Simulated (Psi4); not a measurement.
Psi4 1.11, WB97X/def2-svp: C[Si@@H](O)C(=O)C[SiH3], 17 atoms. The geometry is a generated start, not checked to be a minimum at this level.

| Item | Value |
|---|---|
| task | gradient |
| method | wb97x |
| basis | def2-svp |
| memory | 7 GB |
| scf_type | df (default) |
| guess | auto, which took SAD (default) |
| diis_max_vecs | 10 (default) |
| scf_initial_accelerator | adiis (default) |
| e_convergence | 1e-08 (default) |
| d_convergence | 1e-08 (default) |
| basis functions (reference run) | 156 |
| grid points (reference run) | 3062868 |

```xyz
17

C     -2.7548     0.4884     0.6712
Si    -1.4320    -0.4893    -0.1992
O     -1.5314    -0.2899    -1.8567
C      0.2996    -0.0689     0.5010
O      0.3531     0.1778     1.6981
C      1.4546    -0.0580    -0.4677
Si     3.1394     0.2018     0.2584
H     -3.7470     0.2245     0.2929
H     -2.7417     0.2932     1.7477
H     -2.6103     1.5624     0.5203
H     -1.7147    -1.9292     0.0248
H     -2.3348    -0.6408    -2.2739
H      1.2665     0.7327    -1.2031
H      1.4583    -1.0152    -1.0020
H      4.1460     0.1631    -0.8347
H      3.4918    -0.8829     1.2105
H      3.2576     1.5303     0.9123
```
Charge 0, spin multiplicity 1.

Differences are taken against the run with dft_radial_points = 200, dft_spherical_points = 974, dft_pruning_scheme = none (default); no run here is proven converged. Single runs; times are not shown.

Settings tried, all else as in the reference:
- dft_radial_points = 99, dft_spherical_points = 590, dft_pruning_scheme = robust
- dft_radial_points = 75 (default), dft_spherical_points = 302 (default)
- dft_radial_points = 99, dft_spherical_points = 590
- dft_radial_points = 75 (default), dft_spherical_points = 302 (default), dft_pruning_scheme = robust
- dft_radial_points = 50, dft_spherical_points = 194
- dft_radial_points = 99, dft_spherical_points = 590, dft_pruning_scheme = treutler
- dft_radial_points = 25, dft_spherical_points = 50
- dft_radial_points = 150, dft_spherical_points = 770
- dft_radial_points = 35, dft_spherical_points = 110
- dft_radial_points = 75 (default), dft_spherical_points = 434
- dft_radial_points = 75 (default), dft_spherical_points = 302 (default), dft_pruning_scheme = treutler

Problem. Which settings reproduce the reference to 10 meV/atom in energy, 100 meV/Å in forces (largest component)?

Solution. Within it: dft_radial_points = 75 (default), dft_spherical_points = 302 (default); dft_radial_points = 75 (default), dft_spherical_points = 302 (default), dft_pruning_scheme = robust; dft_radial_points = 75 (default), dft_spherical_points = 434; dft_radial_points = 150, dft_spherical_points = 770; dft_radial_points = 99, dft_spherical_points = 590; dft_radial_points = 99, dft_spherical_points = 590, dft_pruning_scheme = robust; dft_radial_points = 50, dft_spherical_points = 194; dft_radial_points = 99, dft_spherical_points = 590, dft_pruning_scheme = treutler; dft_radial_points = 75 (default), dft_spherical_points = 302 (default), dft_pruning_scheme = treutler. Outside: dft_radial_points = 35, dft_spherical_points = 110; dft_radial_points = 25, dft_spherical_points = 50.

```tsv
setting	grid points	energy against the reference	difference in forces (largest component)
the reference	3062868	—	—
dft_radial_points = 75 (default), dft_spherical_points = 302 (default)	361842	+0.045 meV/atom	5.6 meV/Å
dft_radial_points = 75 (default), dft_spherical_points = 302 (default), dft_pruning_scheme = robust	247376	+0.079 meV/atom	6.0 meV/Å
dft_radial_points = 75 (default), dft_spherical_points = 434	519603	+0.071 meV/atom	8.8 meV/Å
dft_radial_points = 150, dft_spherical_points = 770	1827389	−0.0049 meV/atom	9.8 meV/Å
dft_radial_points = 99, dft_spherical_points = 590	927911	−0.026 meV/atom	12 meV/Å
dft_radial_points = 99, dft_spherical_points = 590, dft_pruning_scheme = robust	647017	−0.026 meV/atom	12 meV/Å
dft_radial_points = 50, dft_spherical_points = 194	157643	−1.1 meV/atom	25 meV/Å
dft_radial_points = 99, dft_spherical_points = 590, dft_pruning_scheme = treutler	480145	−0.029 meV/atom	40 meV/Å
dft_radial_points = 75 (default), dft_spherical_points = 302 (default), dft_pruning_scheme = treutler	198008	+0.039 meV/atom	50 meV/Å
dft_radial_points = 35, dft_spherical_points = 110	62844	−2.2 meV/atom	190 meV/Å
dft_radial_points = 25, dft_spherical_points = 50	20490	+13 meV/atom	250 meV/Å
```

Total energies are compared; such shifts often cancel in part in energy differences. The gradients leave out the derivatives of the grid weights. The tolerance is a choice made for this comparison.
